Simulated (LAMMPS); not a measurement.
Al (fcc) at 510 K and zero pressure, started from the melt, with several potentials, in cells of their own sizes.

The levels:
- EAM-type AlCu.adp: classical MD, pair style adp, file AlCu.adp (LAMMPS); Apostol and Mishin, Phys Rev B 83, 054116 (2011)
- EAM-type AlFe_mm.eam.fs: classical MD, pair style eam/fs, file AlFe_mm.eam.fs (LAMMPS); Mendelev, Srolovitz, Ackland and Han, J Mater Res 20, 208-218 (2005)
- EAM-type NiAlH_jea.eam.alloy: classical MD, pair style eam/alloy, file NiAlH_jea.eam.alloy (LAMMPS); Moody and Baskes, Modell Sim Mater Sci Eng, 3, 289-307 (1995)

| potential | state | volume | first peak of g(r) | coordination number | self-diffusion coefficient of Al (not corrected for cell size) | mean phonon frequency | rough cost (ms per atom and simulated ps) |
|---|---|---|---|---|---|---|---|
| EAM-type AlCu.adp | slow or partial motion within 60 ps, no clear phase | 17.667 ± 0.004 Å³/atom | 2.81 Å, height 3.8 | 12.8 (counted to 3.78 Å) | - | 5.9 THz | 3 to 10 |
| EAM-type AlFe_mm.eam.fs | liquid | 17.847 ± 0.008 Å³/atom | 2.80 Å, height 3.7 | 12.8 (counted to 3.78 Å) | (3.8 ± 0.1) × 10^-6 cm²/s | 5.5 THz | 0.3 to 1 |
| EAM-type NiAlH_jea.eam.alloy | liquid | 19.1324 ± 0.0008 Å³/atom | 2.75 Å, height 2.9 | 12.4 (counted to 3.86 Å) | (5.01 ± 0.07) × 10^-5 cm²/s | 4.4 THz | 1 to 3 |

Costs are rough: whole-run CPU time with set-up and analysis, from shared machines, in bands a factor of about three wide.

Caution: the potential EAM-type AlFe_mm.eam.fs is made for dilute Fe in Al.

Caution (row EAM-type AlFe_mm.eam.fs): this liquid lies under the melting point of about 930 K that EAM-type AlFe_mm.eam.fs gives, so it is undercooled.

Caution: the potential EAM-type NiAlH_jea.eam.alloy is made for Ni, Ni3Al and hydrogen in them.

Caution (row EAM-type NiAlH_jea.eam.alloy): this liquid lies under the measured melting point of 933 K, so it is undercooled or the potential melts low.

Caution (row EAM-type NiAlH_jea.eam.alloy): a run this short can hold a crystal over, or a liquid under, the potential's own melting point, which these runs don't give.

States go by the mean squared displacement: a species diffuses where it passes 1.5 Å², still rises and gives D over 1e-6 cm²/s; a crystal has left its structure where atoms lie 0.35 Å off their sites on average or a cubic box changes its shape by 3 %, or the axial ratios of another lie 8 % off the starting cell's, which the potential's own relaxation can also do.

Errors of D are the spread over four groups of atoms in one short run; a floor of about 5 %, a picked value, is safer.

The ± values are statistical; the model's systematic error is not in them.
